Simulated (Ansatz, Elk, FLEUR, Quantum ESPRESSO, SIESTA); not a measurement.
## Code comparison for LaOs2 (Fd-3m, 6 atoms in the cell)

Self-consistent single point, at a second geometry (lattice scaled by 0.98). First geometry:

```xyz
6
Lattice="0.0000 3.7951 3.7951 3.7951 0.0000 3.7951 3.7951 3.7951 0.0000" Properties=species:S:1:pos:R:3 pbc="T T T"
La     5.6926     5.6926     5.6926
La     3.7951     3.7951     3.7951
Os     2.8463     0.9488     2.8463
Os     0.9488     0.9488     0.9488
Os     0.9488     2.8463     2.8463
Os     2.8463     2.8463     0.9488
```

Shared settings, as Ansatz (a program for electronic structure) writes them: kpoints.mp_grid.grid = 7 7 7; scf.occupations.method = fermi_dirac; scf.occupations.width = 0.01 Ry. Potentials and cutoffs stand in the table.

```json
[
 {"code": "SIESTA", "model": "GGA PBEsol, numerical atomic orbitals TZP, PseudoDojo PBEsol standard norm-conserving potentials (rewritten from UPF to PSML)", "ΔF from the first geometry (meV/atom)": "131.1", "pressure (GPa)": "28.99", "cutoff": "grid 400 Ry"},
 {"code": "FLEUR", "model": "PBEsol, all-electron FLAPW (FLEUR), scalar-relativistic valence", "ΔF from the first geometry (meV/atom)": "94.8", "pressure (GPa)": "–", "cutoff": "Kmax 4.2 1/bohr"},
 {"code": "Elk", "model": "PBEsol, all-electron FP-LAPW, Elk's shipped species files, default APW+lo basis", "ΔF from the first geometry (meV/atom)": "103.5", "pressure (GPa)": "–", "cutoff": "rgkmax 7"},
 {"code": "Quantum ESPRESSO", "model": "PBEsol, GBRV 1.5 ultrasoft (PBESOL) pseudopotentials", "ΔF from the first geometry (meV/atom)": "90.9", "pressure (GPa)": "21.70", "cutoff": "40 Ry"},
 {"code": "Ansatz", "model": "PBEsol, PAW files made with PBE", "ΔF from the first geometry (meV/atom)": "88.9", "pressure (GPa)": "21.29", "cutoff": "default"}
]
```

A dash marks a value that a program does not give, or that is left out as unsure.

On Ansatz's run: spin-orbit coupling is off. Spin polarisation is off.

The spread over the programs that give each value: ΔF from the first geometry within 42.2 meV/atom; pressure within 7.70 GPa.

SIESTA uses small atom-centred bases, whose incompleteness enters pressures, forces and empty levels differently from a plane-wave cutoff. FLEUR and Elk treat all electrons, but the usual bases taken here (sphere radii, linearisation, local orbitals, empty states) were not tested for convergence, so the values are no reference for the others. Ansatz's pressure is given at a fixed set of plane waves, as the other plane-wave codes print theirs; with its correction for the finite basis it is 21.36 GPa. In the pressure, SIESTA (by 7.50) lies more than 1 GPa from the median of the plane-wave programs.

The starting cell comes from a database of computed structures (which also holds hypothetical and non-ambient phases and stackings), without a prior relaxation at this level. Its lattice was rescaled by a random factor within 2.5 % of one. For this run, on top of that: lattice scaled by 0.98.

Keys are those of Ansatz 0.2.
